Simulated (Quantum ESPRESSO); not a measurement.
Quantum ESPRESSO run on Na3La (P1, 4 atoms in the cell): self-consistent single point.

Method of the run: PBEsol, GBRV 1.5 ultrasoft (PBESOL) pseudopotentials (plane waves; Quantum ESPRESSO).

The change in words: atoms moved at random. Reference geometry:
```
Na3La
1.0
   -4.18107     0.00000     4.18107
    0.00000     4.18107     4.18107
   -4.18107     4.18107     0.00000
Na La
3 1
Cartesian
 -2.09053   2.09053   2.09053
 -6.27160   6.27160   6.27160
 -4.18107   4.18107   4.18107
  0.00000   0.00000   0.00000
```

Reference input (self-consistent single point, DFT, PBEsol, plane waves, GBRV 1.5 ultrasoft (PBESOL) pseudopotentials): ecutwfc = 40 Ry; ecutrho = 200 Ry; occupations = smearing; smearing = fermi-dirac; degauss = 0.0073499 Ry; potentials = {Na: na_pbesol_v1.5.uspp.F.UPF, La: la_pbesol_v1.uspp.F.UPF}; K_POINTS = automatic 5 5 5 0 0 0; conv_thr = 1e-09 Ry; mixing_beta = 0.3. This run's input differs from it in these lines:

```diff
@@ -9,4 +9,3 @@
 &SYSTEM
- ibrav = 2,
- celldm(1) = 15.802135519,
+ ibrav = 0,
  nat = 4,
@@ -26,7 +25,11 @@
 La   138.9055  la_pbesol_v1.uspp.F.UPF
+CELL_PARAMETERS {angstrom}
+   0.000000000     4.181065000     4.181065000
+   4.181065000     0.000000000     4.181065000
+   4.181065000     4.181065000     0.000000000
 ATOMIC_POSITIONS {crystal}
-Na    0.250000000    0.250000000    0.250000000
-Na    0.750000000    0.750000000    0.750000000
-Na    0.500000000    0.500000000    0.500000000
-La    0.000000000    0.000000000    0.000000000
+Na    0.256916000    0.251995000    0.244601000
+Na    0.751677000    0.750966000    0.745781000
+Na    0.503533000    0.499747000    0.498905000
+La   -0.012127000   -0.002708000    0.010712000
 K_POINTS {automatic}
```

Output, abridged:

```
     Self-consistent Calculation

     iteration #  1     ecut=    40.00 Ry     beta= 0.30

     Threshold (ethr) on eigenvalues was too large:
     Diagonalizing with lowered threshold

     negative rho (up, down):  6.001E-02 0.000E+00

     total energy              =    -387.56746289 Ry
     estimated scf accuracy    <       0.04382617 Ry

     iteration #  2     ecut=    40.00 Ry     beta= 0.30

     negative rho (up, down):  6.100E-02 0.000E+00

     total energy              =    -387.58497188 Ry
     estimated scf accuracy    <       0.01389086 Ry

     iteration #  3     ecut=    40.00 Ry     beta= 0.30

     negative rho (up, down):  6.300E-02 0.000E+00

     total energy              =    -387.58215452 Ry
     estimated scf accuracy    <       0.00549791 Ry

   [... 10 blocks of this kind left out ...]

     iteration # 14     ecut=    40.00 Ry     beta= 0.30

     negative rho (up, down):  5.918E-02 0.000E+00

     total energy              =    -387.58435205 Ry
     estimated scf accuracy    <       0.00000001 Ry

     iteration # 15     ecut=    40.00 Ry     beta= 0.30
     c_bands:  1 eigenvalues not converged

     negative rho (up, down):  5.918E-02 0.000E+00
     End of self-consistent calculation

     the Fermi energy is     3.9553 ev

!    total energy              =    -387.58435213 Ry
     estimated scf accuracy    <          7.6E-10 Ry
     smearing contrib. (-TS)   =      -0.01113648 Ry
     internal energy E=F+TS    =    -387.57321566 Ry

     convergence has been achieved in  15 iterations

     negative rho (up, down):  5.918E-02 0.000E+00

     Forces acting on atoms (cartesian axes, Ry/au):

     atom    1 type  1   force =     0.00200055   -0.00072366   -0.00404245
     atom    2 type  1   force =     0.00190278    0.00064763   -0.00276370
     atom    3 type  1   force =     0.00035093   -0.00052686   -0.00082841
     atom    4 type  2   force =    -0.00425426    0.00060289    0.00763457

     Total force =     0.010506     Total SCF correction =     0.000019

     negative rho (up, down):  5.918E-02 0.000E+00
          total   stress  (Ry/bohr**3)                   (kbar)     P=       -4.43
  -0.00002996  -0.00000244  -0.00000243           -4.41       -0.36       -0.36
  -0.00000244  -0.00002948   0.00000013           -0.36       -4.34        0.02
  -0.00000243   0.00000013  -0.00003089           -0.36        0.02       -4.54

   JOB DONE.
```

The run converged in 15 iterations. Against the reference run the free energy rises by 2.8 meV/atom, the pressure moves little (-0.46 to -0.44 GPa) and the largest force goes from 0.000 to 0.225 eV/Å.

The starting cell comes from a database of computed structures (which also holds hypothetical and non-ambient phases and stackings), without a prior relaxation at this level. For this run, on top of that: atoms moved at random.

Cost on one core of a shared machine: roughly 3 min.
